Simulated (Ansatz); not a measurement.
**GaP under a change: biaxial strain +2.50 %, plane normal [001], relaxed out of plane**

Consider GaP in the zinc blende structure (space group F-43m, No. 216; a = 5.439 Å). Axes: x, y, z lie along the cube axes.

Perturbation: biaxial strain +2.50 %, plane normal [001], relaxed out of plane (Cartesian); in-plane vectors clamped, the third vector and the atoms free.

The values are results of PBEsol/PAW in Ansatz (a first-principles code), no spin-orbit coupling, not measurements. Γ-centred 11×11×11 mesh, Fermi–Dirac width 0.05 eV.

```json
[
 {"quantity": "space group", "base": "F-43m (No. 216)", "changed": "I-4m2 (No. 119)", "shift": "–"},
 {"quantity": "shortest interatomic distance", "base": "2.355 Å", "changed": "2.377 Å", "shift": "+0.022 Å"},
 {"quantity": "energy relative to the base (free energy F)", "base": "0 meV/atom", "changed": "+10 meV/atom", "shift": "+10 meV/atom"},
 {"quantity": "band gap", "base": "1.45 eV", "changed": "1.07 eV", "shift": "-0.38 eV"},
 {"quantity": "gap character", "base": "–", "changed": "indirect, Γ → Γ–M (87 % along)", "shift": "–"},
 {"quantity": "smallest direct gap", "base": "1.80 eV", "changed": "1.40 eV", "shift": "-0.394 eV"},
 {"quantity": "electron mass", "base": "1.2 mₑ along k, 0.23 mₑ across (off the special points)", "changed": "0.91 mₑ along k, 0.23 mₑ across (off the special points)", "shift": "–"},
 {"quantity": "hole mass", "base": "–", "changed": "0.094 mₑ out of plane, 0.36 mₑ in plane (at Γ)", "shift": "–"},
 {"quantity": "valence-band top at Γ (three highest levels, from the VBM)", "base": "0.00, 0.00, 0.00 eV", "changed": "0.00, -0.25, -0.25 eV", "shift": "–"},
 {"quantity": "out-of-plane strain", "base": "–", "changed": "-2.27 %", "shift": "–"},
 {"quantity": "ratio −ε⊥/ε∥", "base": "–", "changed": "0.91", "shift": "–"}
]
```

Masses are band curvatures over ±0.01 Å⁻¹ around the edge. Along k means along the line from Γ to the band edge. Whether these cells are dynamically stable was not tested. k-point labels follow each cell's own Brillouin zone.
